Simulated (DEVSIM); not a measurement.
System: abrupt Si n-p junction, at 300 K.

Layer 1 from the left is Si, thickness (μm) 12.0, Nd (cm⁻³) 7.2e15, τn (s) 2.6e-6, τp (s) 2.6e-6. Layer 2 from the left is Si, thickness (μm) 61.0, Na (cm⁻³) 2.1e15, τn (s) 2.6e-6, τp (s) 2.6e-6.

Left contact: ohmic. Right contact: ohmic. Voltage is applied to the left contact. Recombination: SRH at mid-gap, radiative, Auger. Mobility is μmin + (μ − μmin)/(1 + (N/Nref)^α).

Constants are typed, rounded textbook-type inputs, not results; the design itself was drawn at random and stands for no fabricated device. Values at 300 K.

Si: gap (eV) 1.124, affinity (eV) 4.05, permittivity 11.7, Nc (cm⁻³) 2.86e19, Nv (cm⁻³) 3.1e19, μn (cm²/Vs) 1417, μp (cm²/Vs) 470, μn,min 52, μp,min 45, Nref,n 9.7e16, Nref,p 2.2e17, αn 0.68, αp 0.72, B (cm³/s) 4.7e-15, Cn (cm⁶/s) 2.8e-31, Cp (cm⁶/s) 9.9e-32.

DEVSIM, 1D drift-diffusion, Boltzmann statistics, complete ionisation; no tunnelling, impact ionisation, image-force lowering or self-heating.

Dark forward current:

| |V| (V) | |J| (A/cm²) |
|---|---|
| 0.05 | 4.296e-9 |
| 0.10 | 1.747e-8 |
| 0.15 | 6.780e-8 |
| 0.20 | 3.048e-7 |
| 0.25 | 1.633e-6 |
| 0.30 | 9.934e-6 |
| 0.35 | 6.481e-5 |
| 0.40 | 0.0004368 |
| 0.45 | 0.002982 |
| 0.50 | 0.02030 |
| 0.55 | 0.1314 |
| 0.60 | 0.6874 |
| 0.65 | 2.438 |
| 0.70 | 6.089 |
| 0.75 | 12.01 |
| 0.80 | 20.37 |
| 0.85 | 31.19 |
| 0.90 | 44.50 |
| 0.95 | 60.30 |
| 1.00 | 78.56 |
| 1.05 | 99.29 |
| 1.10 | 122.5 |
| 1.15 | 148.1 |
| 1.20 | 176.0 |
| 1.25 | 206.4 |
| 1.30 | 239.2 |

Task: Work out the local ideality factor n = ΔV / (kT/q · ln(J2/J1)) between the rows 0.15 and 0.20 V, 0.40 and 0.45 V, 1.25 and 1.30 V.

Result: kT/q = 25.85 mV. From 0.15 to 0.20 V: ln(3.048e-7/6.780e-8) = 1.503, n = 1.29. From 0.40 to 0.45 V: ln(0.002982/0.0004368) = 1.921, n = 1.01, near the 1 of diffusion or emission over a barrier. From 1.25 to 1.30 V: ln(239.2/206.4) = 0.147, n = 13.11.

Task: Estimate the current at 0.40 V from the Shockley equation with J0 = Σ q ni² D/(N L) coth(W/L), τ joining the SRH, radiative and Auger lifetimes that are on, and W taken as the whole layer.

Result: ni² = 1.16e20 cm⁻⁶; holes in the n layer: μ = 437 cm²/Vs, D = 11.3 cm²/s, τ = 2.60e-6 s, L = 54.2 μm, W/L = 0.22, term 2.46e-11 A/cm²; electrons in the p layer: μ = 1320 cm²/Vs, D = 34.2 cm²/s, τ = 2.60e-6 s, L = 94.3 μm, W/L = 0.65, term 5.63e-11 A/cm². J0 = 8.09e-11 A/cm², and J = J0 exp(qV/kT) = 0.000425 A/cm². The simulation gives 0.000437 A/cm²; the estimate lies 2.7 % below. The estimate leaves out recombination in the depletion region and that region's share of W.
